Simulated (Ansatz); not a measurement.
System: SnGeSiC (model structure, Pmm2, No. 25, 4 atoms in the cell). Method: PBE (Ansatz, a first-principles code, plane waves, PAW).

Numerical settings: plane-wave cutoff 520 eV, 14×14×12 k mesh (along the axes of the cell as run), Fermi–Dirac smearing 0.05 eV, scalar-relativistic PAW data made under PBE.

Cell (relaxed at this level):

```cif
data_CGeSiSn
_chemical_formula_sum 'C1 Si1 Ge1 Sn1'
_space_group_name_H-M_alt 'Pmm2'
_space_group_IT_number 25
_space_group_name_Hall 'P 2 -2'
_cell_length_a 3.21209
_cell_length_b 4.04360
_cell_length_c 5.70931
_cell_angle_alpha 90.000
_cell_angle_beta 90.000
_cell_angle_gamma 90.000
loop_
_atom_site_label
_atom_site_type_symbol
_atom_site_symmetry_multiplicity
_atom_site_Wyckoff_symbol
_atom_site_fract_x
_atom_site_fract_y
_atom_site_fract_z
_atom_site_occupancy
C1 C 1 a 0.00000 0.00000 0.97482 1
Si1 Si 1 c 0.50000 0.00000 0.15079 1
Ge1 Ge 1 d 0.50000 0.50000 0.38818 1
Sn1 Sn 1 b 0.00000 0.50000 0.78650 1
```

Question: Estimate the bulk modulus B0 that the calculation returns.

Answer: 
bulk modulus B0: 79.6 GPa

The run finds no gap.

Note: the bulk modulus is −V dP/dV from two relaxed cells at ±2 % in volume; the relaxation could raise the start's symmetry but not lower it, so the cell can be a saddle point.

Spin–orbit coupling is not included; it can open a gap where bands touch, and shift volumes and moduli.

Computed values are for the static lattice.

A model structure was made by putting elements into a prototype or built by hand; it is no filed structure, need not be a known phase, and can be a saddle point held by its symmetry.
